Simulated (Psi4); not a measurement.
Psi4 1.11, B3LYP/cc-pvdz, scf_type pk: OCC[Si@H]([SiH3])[SiH2][SiH3], 21 atoms. The geometry is a generated start, not checked to be a minimum at this level.

```yaml
task: energy
method: b3lyp
basis: cc-pvdz
scf_type: pk
guess: auto, which took SAD (default)
diis_max_vecs: 10 (default)
scf_initial_accelerator: adiis (default)
e_convergence: 1e-06 (default)
d_convergence: 1e-06 (default)
dft_radial_points: 75 (default)
dft_spherical_points: 302 (default)
basis_functions: 184
grid_points: 444206
```

On 4 threads. Build: conda-forge: OpenMP (LLVM), MKL, Libint2. Single runs; times are not shown.

Values of memory tried: 8 GB, 4 GB, 2 GB, 1 GB, 0.5 GB, 0.3 GB.

Problem. How low can the memory setting go, and what changes on the way?

Solution. It runs down to 0.3 GB, the lowest tried, with the same result. At 8 GB: SCF: PK in core. From 2 GB down: SCF: PK on disk.

| memory | path | peak memory |
|---|---|---|
| 8 GB | SCF: PK in core | 3.1 GiB |
| 4 GB | SCF: PK in core | 2.9 GiB |
| 2 GB | SCF: PK on disk | 2.2 GiB |
| 1 GB | SCF: PK on disk | 1.3 GiB |
| 0.5 GB | SCF: PK on disk | 0.82 GiB |
| 0.3 GB | SCF: PK on disk | 0.70 GiB |

Peak memory is the kernel's count for the largest process, libraries included and scratch files not. The peak passes the setting at 2 GB, 1 GB, 0.5 GB, 0.3 GB: it is no hard cap.
